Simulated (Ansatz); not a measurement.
All values below come from PBE (plane waves to 420 eV, PAW; Ansatz, a quantum-chemistry and plane-wave program).

Plane-averaged electrostatic potential energy along the normal, in eV from the Fermi level, for a constructed model of the (0001) surface of hcp Ru, a pseudomorphic layer of Ag in the other hollow (bottom of the slab: a bare face, its two planes held):

(z (Å), V (eV)): (3.84, 5.06); (4.13, 5.06); (4.43, 5.06); (4.72, 5.05); (5.02, 5.04); (5.31, 5.01); (5.61, 4.95); (5.90, 4.82); (6.20, 4.54); (6.49, 3.96); (6.79, 2.74); (7.08, 0.13); (7.38, -6.68); (7.67, -18.35); (7.97, -26.99); (8.26, -26.15); (8.56, -16.52); (8.85, -5.60); (9.15, -1.64); (9.44, -4.97); (9.74, -15.58); (10.03, -25.83); (10.33, -27.85); (10.62, -20.15); (10.92, -8.56); (11.21, -2.28); (11.51, -3.65); (11.80, -12.84); (12.10, -23.95); (12.39, -28.22); (12.69, -22.34); (12.98, -10.81); (13.28, -2.66); (13.57, -2.05); (13.87, -8.72); (14.16, -20.33); (14.46, -27.82); (14.75, -25.46); (15.05, -15.08); (15.34, -4.75); (15.64, -1.83); (15.93, -6.08); (16.23, -17.14); (16.52, -26.69); (16.82, -27.42); (17.11, -18.80); (17.41, -7.53); (17.70, -2.65); (18.00, -6.25); (18.29, -17.04); (18.59, -26.44); (18.88, -27.00); (19.18, -18.26); (19.47, -6.74); (19.77, -0.47); (20.06, 0.78); (20.36, -1.85); (20.65, -7.70); (20.95, -12.82); (21.24, -14.60); (21.54, -12.32); (21.83, -6.89); (22.13, -0.93); (22.42, 2.25); (22.72, 3.50); (23.01, 4.07); (23.31, 4.34); (23.60, 4.47); (23.90, 4.53); (24.19, 4.56); (24.49, 4.58); (24.78, 4.58); (25.08, 4.59); (25.37, 4.59); (25.67, 4.59)

Model: 7-atom slab, 13.3 Å thick at the start with caps and adatoms (thin: gaps and levels are the slab's own), 16x16x1 mesh, Fermi-Dirac 0.1 eV, dipole correction, 2 atoms held, the rest relaxed; start symmetry kept, larger cells not searched; no spin, no spin-orbit, no U. In PBE it is, or lies within 0.01 eV a 1x1 cell of, the lowest of the 2 structures of its composition computed so far; subsurface sites and larger cells were not tried.

Q: The surface cell has an area of 6.41 Å². What dipole along the normal does the step between the two vacuum levels imply?

A: the top vacuum level lies 0.47 eV below the bottom one; p = −ε₀ A ΔV (ε₀ = 0.005526 e/(V·Å)) gives 0.02 e·Å a cell.
